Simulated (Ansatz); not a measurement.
# Pressure series in Cs2BrCl6F

Start from Cs2BrCl6F (space group Fm-3m, No. 225; a = 10.1366 Å; a cell from a computed database, its experimental status unchecked).

Cell and atoms are relaxed at each pressure.

All numbers come from PBEsol, PAW, 420 eV (Ansatz, a quantum-chemistry and plane-wave program; scalar-relativistic without spin-orbit coupling).

Two rows of this table had their results exchanged by mistake.

```
pressure          volume per atom (Å³)  shortest distance (Å)  band gap
----------------  --------------------  ---------------------  --------
pressure −2 GPa                  29.95                  2.465   0.99 eV
pressure −1 GPa                  27.36                  2.457   0.97 eV
pressure 0.3 GPa                 25.73                  2.444   0.94 eV
pressure 0.7 GPa                 21.05                  2.359   0.87 eV
pressure 1.5 GPa                 24.71                  2.432   0.92 eV
pressure 3 GPa                   23.75                  2.418   0.90 eV
pressure 5 GPa                   22.76                  2.401   0.89 eV
pressure 7.5 GPa                 21.81                  2.381   0.88 eV
pressure 10 GPa                  25.35                  2.440   0.93 eV
```

**Question.** Which two?

**Answer.** The rows for pressure 0.7 GPa and pressure 10 GPa: the volume has to fall steadily with pressure, so 25.35 Å³ belongs to pressure 0.7 GPa and 21.05 Å³ to pressure 10 GPa.

Load acts through the strain it causes; cell and atoms are relaxed under it. No phonon test of stability was made. Competing high-pressure phases were not computed.
